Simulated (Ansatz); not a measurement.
The parent structure is CuCl in the zinc blende structure (space group F-43m, No. 216; a = 5.424 Å).

Method: PBE (Ansatz, a quantum-chemistry and plane-wave program), spin-orbit coupling left out.

```
level  band gap  lattice parameter a
-----  --------  -------------------
PBE     0.53 eV              5.424 Å
```

Measured: band gap 3.39 eV (0 K or low temperature; as listed in arXiv:1206.3780); lattice parameter a 5.4093 Å (0 K or low temperature; as listed in arXiv:1206.3780).

Computed minus measured — band gap: PBE -2.86 eV; lattice parameter a: PBE +0.3 %. Measured values not marked as corrected hold thermal and zero-point effects that the static-lattice runs lack. A measured gap can be an optical one, lowered by exciton binding.

No phonon test of stability was made. No Hubbard U is applied. All final runs are without spin polarisation.
